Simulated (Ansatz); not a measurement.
Given:

```
WSi2
1.0
   -1.63824     1.65679     3.98082
    1.57058    -1.63437     3.94385
    1.66213     1.65826    -3.97162
W Si
1 2
Direct
  0.00000   0.00000   0.00000
  0.33551   0.33457   0.99982
  0.66449   0.66543   0.00018
```

No spin polarisation.

A single point on WSi2 with a change (strain tensor (xx, yy, zz, yz, xz, xy) = (+0.11, +2.66, +0.73, +0.29, −0.86, +0.74) %), its geometry relaxed with PBE.

Calculations: r2SCAN (Ansatz, a program for electronic structure), no SOC. Γ-centred 20×20×20 mesh, Fermi–Dirac width 0.05 eV.

### Question
Predict the pressure.

### Answer
-11.1 GPa.

### Question
Estimate the band gap.

### Answer
Zero.

Single points use the geometry relaxed with PBE. Stability against distortions was not tested. The final runs are not spin-polarised. The cell was made from WSi$_{2}$ (space group I4/mmm, No. 139) by this change: strain tensor (xx, yy, zz, yz, xz, xy) = (+0.11, +2.66, +0.73, +0.29, −0.86, +0.74) %.
